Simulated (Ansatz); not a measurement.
## Short convergence ladders for Ni₃Sn₄ (Cm, 7 atoms in the cell)

```
CELL_PARAMETERS angstrom
      6.13560    -2.03742     0.00000
      6.13560     2.03742     0.00000
     -1.35422     0.00000     5.04326
ATOMIC_POSITIONS crystal
  Ni 0.00109 0.00109 0.00991
  Ni 0.78416 0.78416 0.66356
  Ni 0.21584 0.21584 0.33644
  Sn 0.57265 0.57265 0.31357
  Sn 0.42735 0.42735 0.68643
  Sn 0.82788 0.82788 0.18744
  Sn 0.17212 0.17212 0.81256
```

Base method: PBEsol, default PAW files made with PBE (plane waves; Ansatz, an electronic-structure program).

Base settings: basis.ecutwfc = 30.9 Ry; kpoints.mp_grid.grid = 3 3 3; hamiltonian.xc = pbesol; hamiltonian.pseudopotentials = {kind: paw} (the program's default PAW files); scf.occupations.method = gaussian; scf.occupations.width = 0.0073 Ry.

The count of work is k-points × plane waves × bands × iterations; it is no time. Core times come from one kind of shared machine, to one figure; runs under 30 s give none.

**The cutoff for other potential files**

Level: DFT, PBEsol, plane waves, harder PAW files (source: ansatz) made with PBE.

In this ladder: hamiltonian.pseudopotentials = {kind: paw, source: ansatz}.

The second cell is the first with its lattice scaled by 0.98.

The mesh stays at the base's, so the ladder's end is converged at best in this setting alone.

The first pressure column holds Ansatz's estimate of the finite-basis (Pulay) stress, which hides part of the cutoff error; the other is without it.

Only quantities that move along the ladder and can be compared are tabulated.

```csv
basis.ecutwfc,free energy less the last step's (meV/atom),energy of the compressed cell less the first (meV/atom),pressure (GPa),pressure without the Pulay estimate (GPa),largest difference of a force vector from the last step's (eV/Å),count of work / last,core time / last (rough)
30.5 Ry,4695.39,-35.61,-2.12,-234.06,0.350,0.11,–
37.1 Ry,786.93,1.98,-3.38,-49.69,0.057,0.14,–
47.4 Ry,44.87,-1.41,-3.50,-7.28,0.003,0.21,–
57.3 Ry,1.94,-1.44,-3.53,-3.72,0.000,0.27,0.3
67.6 Ry,0.39,-1.49,-3.53,-3.54,0.000,0.35,0.3
81.2 Ry,0.26,-1.50,-3.53,-3.54,0.000,0.46,0.5
101.4 Ry,0.09,-1.50,-3.53,-3.53,0.000,0.65,0.8
135.2 Ry,0.00,-1.50,-3.53,-3.53,0.000,1.0,1
```

Coarsest basis.ecutwfc that holds the free energy within 5 meV/atom of the last step, with all finer ones: 57.3 Ry, at 0.27 of the last step's count of work and about 0.3 of the last step's time; the step before is off by 45 meV/atom.

Coarsest basis.ecutwfc that holds the pressure without the Pulay estimate within 0.1 GPa of the last step, with all finer ones: 67.6 Ry, at 0.35 of the last step's count of work and about 0.3 of the last step's time; the step before is off by 0.19 GPa.

Coarsest basis.ecutwfc that holds the energy of the compressed cell less the first within 1 meV/atom of the last step, with all finer ones: 47.4 Ry, at 0.21 of the last step's count of work; the step before is off by 3.5 meV/atom.

The energy difference between the two cells stays within 1 meV/atom of the last step's from 47.4 Ry on, the total only from 67.6 Ry on: much of the error is common to both cells and cancels.

At the lowest cutoff the pressure without the Pulay estimate lies 231 GPa under the last step's, the usual sign of Pulay stress in an incomplete plane-wave basis.

**The density cutoff**

The mesh stays at the base's, so the ladder's end is converged at best in this setting alone.

Only quantities that move along the ladder and can be compared are tabulated.

```tsv
basis.ecutrho_ratio	free energy less the last step's (meV/atom)	pressure (GPa)
2	-3.36	-3.30
3	-0.06	-3.51
4	0.00	-3.51
5	0.00	-3.51
6	0.00	-3.51
8	0.00	-3.51
10	0.00	-3.51
12	0.00	-3.51
16	0.00	-3.51
```

Coarsest basis.ecutrho_ratio that holds the free energy within 0.5 meV/atom of the last step, with all finer ones: 3; the step before is off by 3.4 meV/atom.

Coarsest basis.ecutrho_ratio that holds the pressure within 0.05 GPa of the last step, with all finer ones: 3; the step before is off by 0.21 GPa.

**The relaxed cell against the cutoff**

On Ni3Sn4 (C2/m, 7 atoms in the cell): atoms on their sites.

In this ladder: relax = cell and atoms.

The mesh stays at the base's, so the ladder's end is converged at best in this setting alone.

Only quantities that move along the ladder and can be compared are tabulated.

```csv
basis.ecutwfc,relaxed volume (Å³/atom),relaxation steps,core time / last (rough)
18.4 Ry,17.701,60,2
21.7 Ry,17.576,28,0.9
26.1 Ry,17.455,10,0.4
30.9 Ry,17.435,7,0.6
37.1 Ry,17.432,7,0.5
46.3 Ry,17.431,7,0.7
61.7 Ry,17.431,7,1
```

Coarsest basis.ecutwfc that holds the relaxed volume within 0.035 Å³/atom of the last step, with all finer ones: 26.1 Ry, at about 0.4 of the last step's time; the step before is off by 0.14 Å³/atom.

At the lowest cutoff the cell relaxes to a volume 1.5 % larger than at the highest. Ansatz relaxes on a stress corrected for the finite basis.

On the base run: the starting cell comes from a database of computed structures (which also holds hypothetical and non-ambient phases and stackings), without a prior relaxation at this level. Its lattice was rescaled by up to half a per cent. One atom was moved a little off its site on purpose. Spin polarisation is off. Without a gap this mesh is coarse (it stands for a supercell whose shortest vector is 12 Å).

Left out of this page: 1 run of the series failed or unconverged.

Keys are those of Ansatz 0.2.
